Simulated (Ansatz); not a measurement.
Ansatz (a first-principles code) run on AlSiMo (P3_212, 9 atoms in the cell): self-consistent single point.

Method: PBEsol, default PAW files made with PBE (plane waves; Ansatz).

```
AlSiMo
1.0
    4.72918     0.00000     0.00000
   -2.36459     4.09559     0.00000
    0.00000     0.00000     6.57744
Al Si Mo
3 3 3
Cartesian
  1.17982   3.41157   3.28872
 -1.17982   3.41157   1.09624
  0.00000   1.36805   5.48120
 -1.14314   2.07040   3.28872
  1.14314   2.07040   1.09624
  0.00000   4.05037   5.48120
  1.22378   0.70655   3.28872
  3.50540   0.70655   1.09624
  2.36459   2.68249   5.48120
```

Reference input (self-consistent single point, DFT, PBEsol, plane waves, default PAW files made with PBE): kpoints.mp_grid.grid = 8 8 5; hamiltonian.xc = pbesol; hamiltonian.pseudopotentials = {kind: paw} (the program's default PAW files); scf.occupations.method = cold; scf.occupations.width = 0.1 eV. This run's input differs from it in these lines:

Ansatz 0.2 input:
```diff
@@ -17,3 +17,3 @@
   mp_grid:
-    grid: [8, 8, 5]
+    grid: [6, 6, 4]
 hamiltonian:
```

Output, abridged:

```
SCF iter   1: F=—  HF=-18134.624272 eV  |F-HF|=—  |Δ(HF+E_count)|=         —  Δρ=8.05e-3  dr2=7.33e-2  ethr=1.77e-3  ⟨swp⟩=7.2  Hψ=4178  notcnv=0  defer=2
all-band conjugate gradients solve this SCF's bands
preconditioner: auto → Kerker (q_TF=auto, 2.426 Å⁻¹)
SCF iter   2: F=—  HF=-18134.612471 eV  |F-HF|=—  |Δ(HF+E_count)|=   1.18e-2  S|Δr|=    0.00e0  Δρ=4.08e-3  dr2=1.75e-2  ethr=1.16e-4  ⟨swp⟩=1.0  Hψ=1176  notcnv=0  defer=2
SCF iter   3: F=—  HF=-18134.609291 eV  |F-HF|=—  |Δ(HF+E_count)|=   3.18e-3  S|Δr|=    0.00e0  Δρ=5.04e-4  dr2=2.71e-4  ethr=2.78e-5  ⟨swp⟩=2.1  Hψ=1263  notcnv=0  defer=2
SCF iter   4: F=—  HF=-18134.609264 eV  |F-HF|=—  |Δ(HF+E_count)|=   2.72e-5  S|Δr|=    0.00e0  Δρ=1.04e-4  dr2=1.66e-5  ethr=4.30e-7  ⟨swp⟩=2.1  Hψ=1446  notcnv=0  defer=2
SCF iter   5: F=—  HF=-18134.609313 eV  |F-HF|=—  |Δ(HF+E_count)|=   4.88e-5  S|Δr|=    0.00e0  Δρ=1.94e-5  dr2=5.18e-7  ethr=2.64e-8  ⟨swp⟩=2.1  Hψ=1387  notcnv=0  defer=2
SCF iter   6: F=-18134.609313 eV  HF=-18134.609313 eV  |F-HF|=6.60e-9  |Δ(HF+E_count)|=   1.24e-7  S|Δr|=    0.00e0  Δρ=3.39e-6  dr2=1.39e-8  ethr=1.59e-10  ⟨swp⟩=9.6  Hψ=4193  notcnv=0
SCF 1 converged in 6 iterations: F = -18134.609313 eV  dr2 = 1.39e-8
Stability not checked (fill_not_monotonic)
Free energy (F): -18134.609313 eV
Internal energy: -18134.604197 eV  (E = F + TS)
E sigma→0 (E₀):  -18134.607607 eV
Entropy (-TS):   -0.005116 eV (-0.568 meV/atom)
Fermi energy:    13.979948 eV
--- Forces (eV/Å), atoms counted from 1 ---
  atom   1  Al     0.07513525     0.04337935     0.00000000
  atom   2  Al    -0.07513525     0.04337935     0.00000000
  atom   3  Al     0.00000000    -0.08675871     0.00000000
  atom   4  Si    -0.08834016    -0.05100322    -0.00000000
   [... lines left out ...]
  atom   9  Mo    -0.00000000     0.00012266     0.00000000
--- Stress (GPa, compression-positive) ---
       -1.497036       0.000000      -0.000000
        0.000000      -1.497036       0.000000
       -0.000000       0.000000      -0.882858
  P = ⅓ Tr σ = -1.2923 GPa (-12.923 kbar)
  The stress holds the Pulay correction. Without it, at fixed plane waves, as pw.x and ABINIT print it: P = -1.3344 GPa
```

The run converged in 6 iterations. Against the reference run the free energy is nearly the same (within 1 meV/atom), the pressure moves little (-1.28 to -1.29 GPa) and the largest force goes from 0.071 to 0.102 eV/Å.

The starting cell comes from a database of computed structures (which also holds hypothetical and non-ambient phases and stackings), without a prior relaxation at this level. Spin polarisation is off. Ansatz's pressure includes its estimate of the finite-basis (Pulay) stress.
